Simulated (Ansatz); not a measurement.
Start from Li in the bcc (W type) structure (space group Im-3m, No. 229).

```
Li
1.0
   -1.71726     1.71726     1.71726
    1.71726    -1.71726     1.71726
    1.71726     1.71726    -1.71726
Li
1
Direct
  0.00000   0.00000   0.00000
```

The values are results of PBEsol (Ansatz, a quantum-chemistry and plane-wave program), no spin-orbit coupling, earlier PAW set, not measurements.

For the base:

The lattice parameter a is 3.435 Å.

Modification: a hydrostatic pressure of 15 GPa.

Problem. Predict the new lattice parameter a.

Solution. The lattice parameter a falls by 0.5143 Å (3.435 Å → 2.920 Å).

Load acts through the strain it causes; cell and atoms are relaxed under it. Whether these cells are dynamically stable was not tested. Measured, Li leaves this structure (for fcc) near 7.5 GPa (temperature not stated; as listed in Olga Degtyareva, NATO science for peace and security series. B, Physics and biophysics (2010)).
